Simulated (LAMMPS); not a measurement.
System: a melt made from GaAs (zinc blende), 216 atoms, at 2100 K and 0 GPa, brought to that temperature within a few picoseconds.

Model: classical MD, pair style bop, file GaAs.bop.table; code LAMMPS.

### Question
Estimate the density, the coordination number of Ga by As for this model.

### Answer
density: 5.35 ± 0.02 g/cm³; coordination number of Ga by As: 3.79 (counted to 3.30 Å).
